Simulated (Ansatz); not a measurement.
The reference is SnO in the litharge type structure (space group P4/nmm, No. 129; a = 3.837 Å, c = 4.759 Å; layered, stacked along the Cartesian z axis).

Method: Kohn–Sham DFT with the PBE-D3(BJ) functional, run in Ansatz (a program for electronic structure) with PAW and 420 eV plane waves, no SOC.

For the base:

- Pressure: 0.0 GPa
- Band gap: zero

One thing is altered: every lattice vector is shortened by 3.61 %, atoms relaxed at fixed cell.

Q: What happens to the energy relative to the base?

A: The energy increases by 34 meV/atom.

Q: Predict the new pressure.

A: The pressure (mean of the normal stresses, compression positive) goes from zero to 6.5 GPa.

Q: How does this affect the largest internal atomic displacement?

A: The largest internal atomic displacement amounts to 0.077 Å.

Q: Estimate the effect on the band gap.

A: The band gap is still zero.

The cells carry an imposed strain or load. No phonon test of stability was made. The final runs are not spin-polarised. The zero or small gap of SnO can change with the level of theory.
